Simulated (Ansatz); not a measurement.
A zone-centre phonon calculation of HfTc (Pm-3m, 2 atoms in the cell) with Ansatz (a quantum-chemistry and plane-wave program).

Computed with LDA (PW92), default PAW files made with PBE (plane waves; Ansatz).

```yaml
crystal:
  lattice:
    - [3.23113, 0.00000, 0.00000]
    - [0.00000, 3.23113, 0.00000]
    - [0.00000, 0.00000, 3.23113]
  atoms:
    - { symbol: Hf, position: [0.00000, 0.00000, 0.00000] }
    - { symbol: Tc, position: [0.50000, 0.50000, 0.50000] }
```

Reference input (self-consistent single point, DFT, LDA (PW92), plane waves, default PAW files made with PBE): basis.ecutwfc = 500 eV; kpoints.mp_grid.grid = 10 10 10; hamiltonian.xc = lda; hamiltonian.pseudopotentials = {kind: paw} (the program's default PAW files); scf.occupations.method = gaussian; scf.occupations.width = 0.1 eV. This run's input differs from it in these lines:

Ansatz 0.2 input:
```diff
@@ -9,3 +9,3 @@
 basis:
-  ecutwfc: 500.0
+  ecutwfc: 250.0
 kpoints:
@@ -17,6 +17,4 @@
   occupations: { method: gaussian, width: 0.1 }
-output:
-  forces: true
-  eigenvalues: true
-  stress: true
+phonons:
+  method: dfpt
```

Output, abridged:

```
SCF iter   1: F=—  HF=-20753.883580 eV  |F-HF|=—  |Δ(HF+E_count)|=         —  Δρ=1.51e-1  dr2=1.07e1  ethr=3.10e-3  ⟨swp⟩=4.2  Hψ=12321  notcnv=0
all-band conjugate gradients solve this SCF's bands
preconditioner: auto → Kerker (q_TF=auto, 2.818 Å⁻¹)
SCF iter   2: F=—  HF=-20752.131828 eV  |F-HF|=—  |Δ(HF+E_count)|=    1.75e0  Δρ=8.62e-2  dr2=3.55e0  ethr=3.10e-3  ⟨swp⟩=2.0  Hψ=7112  notcnv=0  defer=38
   [... lines left out ...]
SCF iter   7: F=—  HF=-20751.432620 eV  |F-HF|=—  |Δ(HF+E_count)|=   1.03e-5  Δρ=5.39e-5  dr2=1.48e-6  ethr=5.74e-8  ⟨swp⟩=1.9  Hψ=3358  notcnv=0  defer=16
SCF iter   8: F=—  HF=-20751.432626 eV  |F-HF|=—  |Δ(HF+E_count)|=   5.75e-6  Δρ=5.77e-6  dr2=1.87e-8  ethr=3.60e-9  ⟨swp⟩=2.0  Hψ=3464  notcnv=0  defer=16
SCF iter   9: F=—  HF=-20751.432626 eV  |F-HF|=—  |Δ(HF+E_count)|=   1.62e-9  Δρ=1.75e-6  dr2=2.10e-9  ethr=4.57e-11  ⟨swp⟩=2.0  Hψ=4582  notcnv=0  defer=16
SCF iter  10: F=-20751.432626 eV  HF=-20751.432626 eV  |F-HF|=1.09e-11  |Δ(HF+E_count)|=  3.02e-10  Δρ=1.78e-7  dr2=9.26e-12  ethr=1.00e-12  ⟨swp⟩=4.5  Hψ=13731  notcnv=0
SCF 1 converged in 10 iterations: F = -20751.432626 eV  dr2 = 9.26e-12
DFPT response loops at Γ: preconditioner auto → Kerker (q_TF=auto, 2.818 Å⁻¹) (partly filled bands, converged f_vac=0.000) …
Free energy (F): -20751.432626 eV
Internal energy: -20751.422890 eV  (E = F + TS)
E sigma→0 (E₀):  -20751.427758 eV
Entropy (-TS):   -0.009736 eV (-4.868 meV/atom)
Fermi energy:    21.975329 eV
--- Phonons (Γ-DFPT): 2 representative perturbations + reference, on 126 of 1000 k-points (Σ response iterations 6) ---
  k mesh reduced under 8 symmetry operations, with k and −k counted as one. Each operation leaves every solved perturbation unchanged …
  ASR residual: 1.975e-4 → 0.000e0 eV/Å²; symmetrization residual: 1.787e-5 eV/Å²
  ASR residual per site (eV/Å²): 3.25e-5 1.98e-4
  Γ frequencies (cm⁻¹): 0.00 0.00 0.00 200.19 200.19 200.19
  non-analytic LO–TO correction: not included (Born effective charges unavailable; polar crystals: no LO–TO splitting at Γ)
```

The run converged in 10 iterations. 

Summary of the result:
```
Quantity                                                                  Result
--------------------------------------------------------  ----------------------
Free energy E − TS (on the zero of these files)                   -20751.4326 eV
Fermi level (on the code's own zero)                                    21.98 eV
Zone-centre frequencies (cm⁻¹; negative means imaginary)  0, 0, 0, 200, 200, 200
```

The starting cell comes from a database of computed structures (which also holds hypothetical and non-ambient phases and stackings), without a prior relaxation at this level. Its lattice was rescaled by up to half a per cent. Spin polarisation is off. The cutoff lies below the one recommended for these files.
